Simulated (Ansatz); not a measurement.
The starting structures come from a database of crystals and need not be the phases stable at ambient conditions.

By PBEsol, the system below comes out a metal.

Without scattering a metal conducts by its projected Fermi surface.

```yaml
crystal:
  lattice:
    - [2.84723, 0.00000, 0.00000]
    - [0.00000, 2.84723, 0.00000]
    - [0.00000, 0.00000, 2.84723]
  atoms:
    - { symbol: Ga, position: [0.50000, 0.50000, 0.50000] }
    - { symbol: Co, position: [0.00000, 0.00000, 0.00000] }
```

The cell is taken as given; by PBEsol it stands under a pressure of -1.5 GPa.

The current flows along the normal of the first two printed cell vectors, the (001) plane of the conventional cell. No spin-orbit coupling; the value is a mean over 0.1 eV about the Fermi level.

**Question.** State the ballistic conductance per area according to PBEsol (Ansatz, an electronic-structure program).

**Answer.** 0.57 × 10¹⁵ S/m² for both spins.
